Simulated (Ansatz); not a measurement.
**BaTe under a change: pressure 5 GPa**

Base system: BaTe in the rock salt structure (space group Fm-3m, No. 225; a = 7.064 Å).

Modification: a hydrostatic pressure of 5 GPa.

Method: PBE/PAW in Ansatz (an electronic-structure program), spin-orbit coupling left out. k-mesh 8×8×8 (Γ-centred); smearing 0.05 eV (Fermi–Dirac).

- Volume per atom = 38.65 Å³ (base 44.07 Å³)
- Density = 5.69 g/cm³ (base 4.99 g/cm³)
- Lattice parameter a = 6.762 Å (base 7.064 Å)
- Shortest interatomic distance = 3.381 Å (base 3.532 Å)
- Enthalpy H = E + PV relative to the base's energy = +1.28 eV/atom
- Band gap = 1.36 eV (base 1.66 eV)
- Gap character = indirect, Γ → X (base indirect, Γ → X)
- Smallest direct gap = 1.70 eV (base 2.01 eV)
- Width of the top valence band = 1.27 eV (base 1.02 eV)
- Electron mass = 1.3 mₑ along k, 0.24 mₑ across (at X) (base 1.3 mₑ along k, 0.28 mₑ across (at X))
- Hole mass (degenerate bands, along [100]) = 0.15, 1.2, 1.2 mₑ (at Γ) (base 0.16, 1.3, 1.3 mₑ (at Γ))

Final structure:

```xyz
2
Lattice="0.0000 3.3811 3.3811 3.3811 0.0000 3.3811 3.3811 3.3811 0.0000" Properties=species:S:1:pos:R:3 pbc="T T T"
Ba     0.0000     0.0000     0.0000
Te     3.3811     3.3811     3.3811
```

Cost of the whole job for the changed cell (relaxation, final SCF and bands): roughly 12 core-seconds.

With Te present, leaving out spin-orbit coupling can change the band edges. Load acts through the strain it causes; cell and atoms are relaxed under it. Masses are band curvatures over ±0.01 Å⁻¹ around the edge. Along k means along the line from Γ to the band edge. Stability against distortions was not tested. Competing high-pressure phases were not computed.
